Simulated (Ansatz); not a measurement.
## NiO (model structure, started from the alpha GeTe type, Fm-3m, No. 225, 2 atoms in the cell)

Computed with PBE0 (Ansatz, an electronic-structure program, plane waves, PAW).

Numerical settings: plane-wave cutoff 500 eV, 10×10×10 k mesh, Fermi–Dirac smearing 0.05 eV, spin-polarised with parallel moments, scalar-relativistic PAW data made under PBE.

Cell (relaxed with r²SCAN):

Space group Fm-3m (No. 225); a = 4.1886 Å, b = 4.1886 Å, c = 4.1886 Å, α = 90.00°, β = 90.00°, γ = 90.00°

| atom | site | symmetry | x | y | z |
|---|---|---|---|---|---|
| Ni | 4a | m-3m | 0.0000 | 0.0000 | 0.0000 |
| O | 4b | m-3m | 0.5000 | 0.5000 | 0.5000 |
(The calculation used a cell of 2 atoms; values per cell refer to that cell.)

```yaml
band_gap: 3.83 eV (on the SCF k mesh)
```

Note: the magnetic order was assumed, not searched for or taken from measurement; exact exchange on metals is sensitive to the k mesh and can open a false gap; a magnet's gap depends somewhat on the PAW data; cell and atoms aren't relaxed at this level (pressure 0.6 GPa).

The computed numbers hold no vibrational or temperature effects.

The result took very roughly 4 core-minutes.

A model structure was made by putting elements into a prototype or built by hand; here it ended with the formula and space group of a phase in our tables.
